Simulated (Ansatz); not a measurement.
Input and output of a self-consistent single point for Ca₂PbAu₂ (P4/mbm, 10 atoms in the cell) (Ansatz, an electronic-structure program).

Method: PBEsol, default PAW files made with PBE (plane waves; Ansatz).

```
CELL_PARAMETERS angstrom
      8.02360     0.00000     0.00000
      0.00000     8.02360     0.00000
      0.00000     0.00000     3.89315
ATOMIC_POSITIONS crystal
  Ca 0.67369 0.17369 0.50000
  Ca 0.32631 0.82631 0.50000
  Ca 0.82631 0.67369 0.50000
  Ca 0.17369 0.32631 0.50000
  Pb 0.00000 0.00000 0.00000
  Pb 0.50000 0.50000 0.00000
  Au 0.12353 0.62353 0.00000
  Au 0.87647 0.37647 0.00000
  Au 0.37647 0.12353 0.00000
  Au 0.62353 0.87647 0.00000
```

Reference input (self-consistent single point, DFT, PBEsol, plane waves, default PAW files made with PBE): basis.ecutwfc = 420 eV; kpoints.mp_grid.grid = 3 3 6; hamiltonian.xc = pbesol; hamiltonian.pseudopotentials = {kind: paw} (the program's default PAW files); scf.occupations.method = methfessel_paxton; scf.occupations.width = 0.1 eV. This run's input differs from it in these lines:

Ansatz 0.2 input:
```diff
@@ -20,3 +20,3 @@
   mp_grid:
-    grid: [3, 3, 6]
+    grid: [4, 4, 7]
 hamiltonian:
@@ -28,3 +28,3 @@
     method: methfessel_paxton
-    width: 0.1 eV
+    width: 0.3 eV
 output:
```

Output (repeated stretches shortened):

```
SCF iter   1: F=—  HF=-82720.211036 eV  |F-HF|=—  |Δ(HF+E_count)|=         —  Δρ=3.79e-3  dr2=1.02e-1  ethr=1.77e-3  ⟨swp⟩=10.3  Hψ=9702  notcnv=0
all-band conjugate gradients solve this SCF's bands
preconditioner: auto → Resta (q_TF=auto, 2.488 Å⁻¹)
SCF iter   2: F=—  HF=-82720.189380 eV  |F-HF|=—  |Δ(HF+E_count)|=   2.17e-2  S|Δr|=    0.00e0  Δρ=2.22e-3  dr2=3.17e-2  ethr=7.10e-5  ⟨swp⟩=1.3  Hψ=2450  notcnv=0  defer=1
   [... lines left out ...]
SCF iter   5: F=—  HF=-82720.179163 eV  |F-HF|=—  |Δ(HF+E_count)|=   4.85e-5  S|Δr|=    0.00e0  Δρ=9.06e-5  dr2=2.67e-5  ethr=1.94e-7  ⟨swp⟩=2.1  Hψ=2927  notcnv=0  defer=1
SCF iter   6: F=—  HF=-82720.179367 eV  |F-HF|=—  |Δ(HF+E_count)|=   2.04e-4  S|Δr|=    0.00e0  Δρ=2.08e-5  dr2=1.40e-6  ethr=1.85e-8  ⟨swp⟩=2.0  Hψ=2760  notcnv=0  defer=1
SCF iter   7: F=-82720.179367 eV  HF=-82720.179367 eV  |F-HF|=7.93e-9  |Δ(HF+E_count)|=   1.84e-7  S|Δr|=    0.00e0  Δρ=4.04e-6  dr2=3.44e-8  ethr=6.94e-11  ⟨swp⟩=10.4  Hψ=10897  notcnv=0
SCF 1 converged in 7 iterations: F = -82720.179367 eV  dr2 = 3.44e-8
Stability not checked (fill_not_monotonic)
Free energy (F): -82720.179367 eV
Internal energy: -82720.204854 eV  (E = F + TS)
E sigma→0 (E₀):  -82720.185739 eV
Entropy (-TS):   0.025487 eV (2.549 meV/atom)
Fermi energy:    11.536851 eV
--- Forces (eV/Å), atoms counted from 1 ---
  atom   1  Ca    -0.03718236    -0.03718236     0.00000000
  atom   2  Ca     0.03718236     0.03718236     0.00000000
  atom   3  Ca     0.03718236    -0.03718236     0.00000000
  atom   4  Ca    -0.03718236     0.03718236     0.00000000
   [... lines left out ...]
  atom  10  Au    -0.05051843     0.05051843     0.00000000
--- Stress (GPa, compression-positive) ---
       -1.583893       0.000000       0.000000
        0.000000      -1.583893       0.000000
        0.000000       0.000000      -2.301139
  P = ⅓ Tr σ = -1.8230 GPa (-18.230 kbar)
  The stress holds the Pulay correction. Without it, at fixed plane waves, as pw.x and ABINIT print it: P = -1.8401 GPa
```

The run converged in 7 iterations. Against the reference run the free energy drops by 24.9 meV/atom, the pressure goes from -1.71 to -1.82 GPa and the largest force goes from 0.056 to 0.071 eV/Å.

The starting cell comes from a database of computed structures (which also holds hypothetical and non-ambient phases and stackings), without a prior relaxation at this level. Ansatz's pressure includes its estimate of the finite-basis (Pulay) stress.

Cost on one core of a shared machine: roughly 30 s.
